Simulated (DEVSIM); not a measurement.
Structure: isotype n-n heterojunction Si/Ge, at 400 K.

| layer (left to right) | material | thickness (μm) | Nd (cm⁻³) | τn (s) | τp (s) |
|---|---|---|---|---|---|
| 1 | Si | 0.880 | 1e17 | 3e-6 | 3e-6 |
| 2 | Ge | 0.790 | 1.3e17 | 3e-6 | 3e-6 |

Left contact: ohmic. Right contact: ohmic. Voltage is applied to the left contact. Recombination: SRH at mid-gap, radiative. Mobility is μmin + (μ − μmin)/(1 + (N/Nref)^α).

Constants are typed, rounded textbook-type inputs, not results; the design itself was drawn at random and stands for no fabricated device. Values at 300 K; Nc and Nv go as T^1.5, mobilities as T to minus their exponent, the gap by Varshni's rule with the affinity fixed.

| parameter | Si | Ge |
|---|---|---|
| gap (eV) | 1.124 | 0.664 |
| affinity (eV) | 4.05 | 4 |
| permittivity | 11.7 | 16 |
| Nc (cm⁻³) | 2.86e19 | 1.04e19 |
| Nv (cm⁻³) | 3.1e19 | 6e18 |
| μn (cm²/Vs) | 1417 | 3900 |
| μp (cm²/Vs) | 470 | 1900 |
| μn,min | 52 | 150 |
| μp,min | 45 | 100 |
| Nref,n | 9.7e16 | 2.6e17 |
| Nref,p | 2.2e17 | 4e17 |
| αn | 0.68 | 0.56 |
| αp | 0.72 | 0.6 |
| T exponent of μn | 2.3 | 1.66 |
| T exponent of μp | 2.2 | 2.33 |
| B (cm³/s) | 4.7e-15 | 6.4e-14 |
| Varshni α (eV/K) | 0.000473 | 0.000477 |
| Varshni β (K) | 636 | 235 |

Model (solved in DEVSIM): 1D drift-diffusion, Boltzmann statistics, complete ionisation; no tunnelling, impact ionisation, image-force lowering or self-heating. Band offsets follow the typed affinities; no thermionic-emission limit at abrupt steps, no polarisation charge.

The doping Nd of layer 2 was swept, all else fixed.

| doping Nd of layer 2 (cm^-3) | potential step across the device at zero bias (V) |
|---|---|
| 3.9e15 | 0.023 |
| 1.3e16 | 0.015 |
| 3.9e16 | 0.052 |
| 1.3e17 | 0.094 |
| 3.9e17 | 0.132 |
| 1.3e18 | 0.173 |
| 3.9e18 | 0.211 |

From the first row to the last the potential step across the device at zero bias goes from 0.023 to 0.211.
